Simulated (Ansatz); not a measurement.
We consider MgO (model structure, started from the litharge type, P4/mmm, No. 123, 4 atoms in the cell), described by PBEsol (Ansatz, an electronic-structure program, plane waves, PAW).

Run with plane-wave cutoff 500 eV, 12×12×10 k mesh (along the axes of the cell as run), Fermi–Dirac smearing 0.05 eV, scalar-relativistic PAW data made under PBE.

Cell (relaxed at this level):

MgO has the tetragonal space group P4/mmm (No. 123), Pearson symbol tP2. Lattice parameters: a = b = 2.809 Å, c = 4.559 Å, α = β = γ = 90.00°. Mg on 1c is surrounded by 4 O at 1.986 Å (square planar). O on 1a has 4 Mg at 1.986 Å (square planar). (Neighbours: up to the widest gap in distance over summed covalent radii, below 1.35, at either atom; cation-cation and far metal-metal contacts left out.)
(The calculation used a cell of 4 atoms; values per cell refer to that cell.)

Estimate the band gap that the calculation returns.


band gap: 2.12 eV (on the SCF k mesh)

Note: the relaxation could raise the start's symmetry but not lower it, so the cell can be a saddle point; the cell has widely spaced layers and the level no dispersion term, so their spacing and the moduli can rest on weak binding.

Computed values are for the static lattice.

A model structure was made by putting elements into a prototype or built by hand; it is no filed structure, need not be a known phase, and can be a saddle point held by its symmetry.
